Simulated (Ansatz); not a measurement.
Here is the system:

```
CELL_PARAMETERS angstrom
      3.56634     0.00000     0.00000
      1.78317     3.08855     0.00000
      1.78317    -1.02952     2.98945
ATOMIC_POSITIONS crystal
  Mg 0.00000 0.00000 0.00000
  S  0.00000 0.50000 0.50000
```

No spin polarisation.

Calculations: DFT with LDA, PAW potentials and a 420 eV plane-wave cutoff in Ansatz (a program for electronic structure), no spin-orbit coupling. Γ-centred 11×11×11 mesh, Fermi–Dirac width 0.05 eV.

Estimate the band gap.

2.59 eV.

What pressure (mean of the normal stresses, compression positive) does the calculation give?

21.2 kbar.

The cells carry an imposed strain or load. No phonon test of stability was made. The cell was made from MgS in the rock salt structure (space group Fm-3m, No. 225) by this change: biaxial strain −1.67 %, plane normal [111], relaxed out of plane.
